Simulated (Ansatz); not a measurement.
## A computed series for SnO: pressure series

Take SnO in the litharge type structure (space group P4/nmm, No. 129; a = 3.8371 Å, c = 4.7586 Å; layered, stacked along the Cartesian z axis) as the base.

Cell and atoms are relaxed at each pressure.

Levels (all Ansatz, a program for electronic structure, PAW): PBE-D3(BJ) (420 eV, without spin-orbit coupling); r2SCAN (500 eV, without spin-orbit coupling); PBE+SOC (420 eV, with spin-orbit coupling).

Band gaps by level, all at the geometries relaxed with PBE-D3(BJ):

```json
[
 {"case": "base", "PBE-D3(BJ)": "zero", "r2SCAN": "0.11 eV", "PBE+SOC": "zero"},
 {"case": "pressure −1 GPa", "PBE-D3(BJ)": "0.21 eV", "r2SCAN": "___", "PBE+SOC": "–"},
 {"case": "pressure 0.9 GPa", "PBE-D3(BJ)": "zero", "r2SCAN": "zero", "PBE+SOC": "zero"},
 {"case": "pressure 2.1 GPa", "PBE-D3(BJ)": "zero", "r2SCAN": "zero", "PBE+SOC": "zero"},
 {"case": "pressure 9 GPa", "PBE-D3(BJ)": "zero", "r2SCAN": "zero", "PBE+SOC": "zero"},
 {"case": "pressure 15 GPa", "PBE-D3(BJ)": "zero", "r2SCAN": "zero", "PBE+SOC": "zero"},
 {"case": "pressure 22.5 GPa", "PBE-D3(BJ)": "zero", "r2SCAN": "zero", "PBE+SOC": "zero"},
 {"case": "pressure 30 GPa", "PBE-D3(BJ)": "zero", "r2SCAN": "zero", "PBE+SOC": "zero"}
]
```

Question: Some entries are withheld; estimate them.

Answer: 
- pressure −1 GPa, r2SCAN: 0.35 eV

Single points use the geometry relaxed with PBE-D3(BJ). Differences between runs with and without spin-orbit coupling are approximate. Load acts through the strain it causes; cell and atoms are relaxed under it. Stability against distortions was not tested. No other phases were tried under pressure. The runs without spin-orbit coupling are not spin-polarised. The zero or small gap of SnO can change with the level of theory.
